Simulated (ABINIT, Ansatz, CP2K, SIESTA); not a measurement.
Sc₂Te₃ (Immm, 5 atoms in the cell) computed with different codes at matched settings

Self-consistent single point, at a second geometry (lattice scaled by 0.98). First geometry:

```yaml
crystal:
  lattice:
    - [-2.05682, 2.92854, 6.39020]
    - [2.05682, -2.92854, 6.39020]
    - [2.05682, 2.92854, -6.39020]
  atoms:
    - { symbol: Sc, position: [0.66236, 0.66236, 0.00000] }
    - { symbol: Sc, position: [0.33764, 0.33764, 0.00000] }
    - { symbol: Te, position: [0.50000, 0.00000, 0.50000] }
    - { symbol: Te, position: [0.17644, 0.67644, 0.50000] }
    - { symbol: Te, position: [0.82356, 0.32356, 0.50000] }
```

Shared settings, as Ansatz (an electronic-structure program) writes them: kpoints.mp_grid.grid = 4 4 4; scf.occupations.method = gaussian; scf.occupations.width = 0.2 eV. Potentials and cutoffs stand in the table.

```csv
code,model,ΔF from the first geometry (meV/atom),pressure (GPa),largest force (eV/Å),cutoff
CP2K,"LDA (Pade form), GPW, TZVP-MOLOPT-SR-GTH basis, GTH-PADE potentials (GTH_POTENTIALS)",-25.3,-0.61,0.200,grid 600 Ry
SIESTA,"LDA PW92, numerical atomic orbitals DZP, PseudoDojo LDA standard norm-conserving potentials (rewritten from UPF to PSML)",-27.1,-0.74,0.293,grid 350 Ry
ABINIT,"LDA (PW92), PAW (JTH v2.0 LDA PAW)",-26.1,-0.71,0.173,30 Ha
Ansatz,"LDA (PW92), PAW files made with PBE",-27.1,-0.83,0.174,420 eV
```

Size of the force on each atom (eV/Å): Sizes of forces hide their directions.

| code | Sc1 | Sc2 | Te3 | Te4 | Te5 |
|---|---|---|---|---|---|
| CP2K | 0.011 | 0.011 | 0.000 | 0.200 | 0.200 |
| SIESTA | 0.039 | 0.039 | 0.000 | 0.293 | 0.293 |
| ABINIT | 0.015 | 0.015 | 0.000 | 0.173 | 0.173 |
| Ansatz | 0.037 | 0.037 | 0.000 | 0.174 | 0.174 |

On Ansatz's run: spin-orbit coupling is off.

The spread over the programs that give each value: ΔF from the first geometry within 1.8 meV/atom; pressure within 0.22 GPa; largest force within 0.120 eV/Å.

CP2K and SIESTA use small atom-centred bases, whose incompleteness enters pressures, forces and empty levels differently from a plane-wave cutoff. Ansatz's pressure is given at a fixed set of plane waves, as the other plane-wave codes print theirs. In the force vectors, SIESTA (by 0.120) lies more than 0.08 eV/Å from the median of the plane-wave programs.

The shared mesh is coarse (it stands for a supercell whose shortest vector is 16 Å), so the values are not converged in it.

The starting cell comes from a database of computed structures (which also holds hypothetical and non-ambient phases and stackings), without a prior relaxation at this level. For this run, on top of that: lattice scaled by 0.98.

Left out of this page: Elk and FLEUR (not drawn, or without a comparable value).

Keys are those of Ansatz 0.2.
